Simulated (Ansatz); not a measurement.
The parent structure is TiAl$_{3}$ (space group I4/mmm, No. 139; a = 3.816 Å, c = 8.551 Å).

The values are results of Ansatz (an electronic-structure program) PBEsol, no spin-orbit coupling, not measurements.

One change was made to it. Results:

| quantity | base | after |
|---|---|---|
| c/a ratio | 2.241 | 2.029 |
| shortest interatomic distance | 2.698 Å | 2.787 Å |

Name the change that was made.
A) Ti → Si
B) Ti → Cr
C) Al → Sb

A, Ti → Si. For comparison, the c/a ratio in the other runs: Al → Sb gives 2.264; Ti → Cr gives 2.138.

The magnetic state is the one reached from the starting moments; the real material's order can differ, and small cells can't hold many antiferromagnetic ones. Whether these cells are dynamically stable was not tested. As relaxed here, Al3Si is a hypothetical phase, not in the database extracts checked. For TiSb3 and Al3Cr in this form, whether it has been made was not checked. Spin-polarised in the final run: Al3Cr; the other runs are not. An odd electron count without spin: Al3Si, TiAl3 and TiSb3. TiSb3 has a high density of states at the Fermi level and may be magnetic at this level.
